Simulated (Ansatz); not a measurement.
The starting structures come from a database of crystals and need not be the phases stable at ambient conditions.

 Where the default PAW files enter, the runs use the earlier of Ansatz's two default sets.

Tunnelling through a barrier is set by its complex band structure: the current falls as exp(−2κd) with the smallest κ.

Input:

```xyz
4
Lattice="4.2976 0.0000 0.0000 0.0000 7.0079 0.0000 2.1488 0.0000 3.7219" Properties=species:S:1:pos:R:3 pbc="T T T"
Cd     0.0000     3.5724     0.0000
Cd     2.1488     6.9403     1.2406
Se     2.1488     2.6227     1.2406
S      0.0000     6.1502     0.0000
```

Space group of this cell: P3m1. The cell is taken as given; by r2SCAN its mean pressure is -1.7 GPa.

Transport runs along the normal of the first two printed cell vectors, the (100) plane of the conventional cell.

The gap is the functional's own. No spin-orbit coupling. Mid-gap values are interpolated on the energy grid.

Task: Compute, with r2SCAN in Ansatz (a first-principles code), the band gap and the smallest decay constant κ at mid-gap.

Result: Gap 1.14 eV on a 8×4×8 mesh; κ = 0.095 1/Å, at the zone centre.
